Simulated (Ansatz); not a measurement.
**SnS2: pressure 15 GPa**

The reference is SnS₂ in the CdI2 type structure (space group P-3m1, No. 164; a = 3.626 Å, c = 5.573 Å; layered, stacked along the Cartesian z axis).

Now apply this change: a hydrostatic pressure of 15 GPa.

All numbers come from PBEsol-D3(BJ) (Ansatz, a first-principles code, PAW, no spin-orbit coupling). Γ-centred 11×11×6 mesh, Fermi–Dirac width 0.05 eV.

The volume per atom decreases by 3.64 Å³, from 21.15 Å³ to 17.51 Å³ and the density goes up by 1.00 g/cm³, from 4.78 g/cm³ to 5.78 g/cm³. The c/a ratio drops by 0.127 (1.537 → 1.410) and the shortest interatomic distance shrinks by 0.063 Å, from 2.560 Å to 2.497 Å. The band gap becomes zero (base: 0.96 eV).

Final structure:

```xyz
3
Lattice="3.5040 0.0000 0.0000 -1.7520 3.0345 0.0000 0.0000 0.0000 4.9397" Properties=species:S:1:pos:R:3 pbc="T T T"
Sn     0.0000     0.0000     0.0000
S      0.0000     2.0230     1.4637
S      1.7520     1.0115     3.4760
```

Cost of the whole job for the changed cell (relaxation, final SCF and bands): around 30 core-seconds (rough).

A case with no gap was solved on a k-mesh chosen for an insulator, which is coarse for it. Load acts through the strain it causes; cell and atoms are relaxed under it. Whether these cells are dynamically stable was not tested. Competing high-pressure phases were not computed. The final runs are not spin-polarised. The zero or small gap of SnS2 under pressure 15 GPa can change with the level of theory.
